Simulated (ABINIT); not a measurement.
A self-consistent single point of WC (P-6m2, 2 atoms in the cell) with ABINIT.

Level of theory: PBE, spin-orbit coupling, norm-conserving pseudopotentials (PseudoDojo nc-fr-04 PBE standard) (plane waves; ABINIT).

```yaml
crystal:
  lattice:
    - [2.84426, 0.00000, 0.00000]
    - [-1.42213, 2.46320, 0.00000]
    - [0.00000, 0.00000, 2.76902]
  atoms:
    - { symbol: W, position: [0.00000, 0.00000, 0.00000] }
    - { symbol: C, position: [0.66667, 0.33333, 0.50000] }
```

Reference input (self-consistent single point, DFT, PBE, plane waves, norm-conserving pseudopotentials (PseudoDojo nc-sr-05 PBE standard)): pseudos = [W.upf, C.upf]; ecut = 41 Ha; ixc = 11; occopt = 3; tsmear = 0.00367493 Ha; ngkpt = 9 9 8; nshiftk = 1; shiftk = 0 0 0; potentials = PseudoDojo nc-sr-05 PBE standard; nband = 14; kptopt = 1; nstep = 60. This run's input differs from it in these lines:

```diff
@@ -1,2 +1,2 @@
-# WC, PseudoDojo nc-sr-05 PBE standard
+# WC, PseudoDojo nc-fr-04 PBE standard
 pp_dirpath "./"
@@ -17,5 +17,7 @@
 ixc 11
+nspinor 2
+nspden 1
 occopt 3
 tsmear 0.00367493
-nband 14
+nband 30
 kptopt 1
```

Its files differ too (potentials: PseudoDojo nc-sr-05 PBE standard → PseudoDojo nc-fr-04 PBE standard).

Output (repeated stretches shortened):

```
--- !BeginCycle
solver: {iscf: 7, nstep: 60, nline: 4, wfoptalg: 0, }
tolerances: {tolvrs: 1.00E-10, }
...

     iter   Etot(hartree)      deltaE(h)  residm     vres2
 ETOT  1  -81.866223200055    -8.187E+01 4.056E-01 5.720E+02
 ETOT  2  -81.832155602592     3.407E-02 1.418E-01 8.681E+02
 ETOT  3  -82.027181650548    -1.950E-01 1.122E-01 5.093E-01
 ETOT  4  -82.027339746869    -1.581E-04 5.671E-02 4.068E-02
 ETOT  5  -82.027343806293    -4.059E-06 1.311E-02 1.005E-02
 ETOT  6  -82.027346100811    -2.295E-06 1.125E-02 7.964E-04
 ETOT  7  -82.027346301034    -2.002E-07 3.012E-03 3.804E-06
 ETOT  8  -82.027346301906    -8.716E-10 4.758E-03 4.732E-08
 ETOT  9  -82.027346301918    -1.202E-11 1.124E-03 7.664E-10
 ETOT 10  -82.027346301917     7.390E-13 1.402E-03 2.745E-12
 At SCF step   10       vres2   =  2.75E-12 < tolvrs=  1.00E-10 =>converged.

 Cartesian components of stress tensor (hartree/bohr^3)
  sigma(1 1)= -1.22313344E-03  sigma(3 2)=  0.00000000E+00
  sigma(2 2)= -1.22313344E-03  sigma(3 1)=  0.00000000E+00
  sigma(3 3)= -1.41417859E-03  sigma(2 1)= -1.15583964E-13

 ----iterations are completed or convergence reached----

 reduced coordinates (array xred) for    2 atoms
       0.000000000000      0.000000000000      0.000000000000
       0.666666666667      0.333333333333      0.500000000000
 cartesian forces (eV/Angstrom) at end:
    1     -0.00000000000000    -0.00000000000000    -0.00000000000000
    2      0.00000000000000     0.00000000000000    -0.00000000000000
 frms,max,avg= 2.0608703E-26 3.5695321E-26   0.000E+00  0.000E+00  0.000E+00 e/A
   [... lines left out ...]
 Fermi (or HOMO) energy (hartree) =   0.69608   Average Vxc (hartree)=  -0.53566
   [... lines left out ...]
total_energy        : -8.20273463019171E+01
total_energy_eV     : -2.23207760723862E+03
band_energy         : -3.46381931827987E+00
...

-Cartesian components of stress tensor (GPa)         [Pressure=  3.7859E+01 GPa]
- sigma(1 1)= -3.59858222E+01  sigma(3 2)=  0.00000000E+00
- sigma(2 2)= -3.59858222E+01  sigma(3 1)=  0.00000000E+00
- sigma(3 3)= -4.16065636E+01  sigma(2 1)= -3.40059704E-09

 Calculation completed.
```

The run converged in 10 iterations. Against the reference run the pressure goes from 37.72 to 37.86 GPa.

The starting cell comes from a database of computed structures (which also holds hypothetical and non-ambient phases and stackings), without a prior relaxation at this level. Its lattice was rescaled by a random factor within 2.5 % of one. With a pressure of about 38 GPa the cell is away from its equilibrium volume at this level.

Cost on one core of a shared machine: roughly 10 min.
